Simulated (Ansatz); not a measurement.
Data:

```
Na
1.0
   -2.03457     2.03457     2.03457
    2.03457    -2.03457     2.03457
    2.03457     2.03457    -2.03457
Na
1
Cartesian
  0.00000   0.00000   0.00000
```

No spin polarisation.

The values are results of PBEsol/PAW in Ansatz (a quantum-chemistry and plane-wave program), no SOC, not measurements. Γ-centred 22×22×22 mesh, Fermi–Dirac width 0.1 eV.

Predict the band gap.

Zero.

Predict the pressure.

0.7 GPa.

Predict the space group.

Im-3m (No. 229).

The cells carry an imposed strain or load. Stability against distortions was not tested. The cell was made from Na in the bcc (W type) structure (space group Im-3m, No. 229) by this change: isotropic strain −2.50 %.
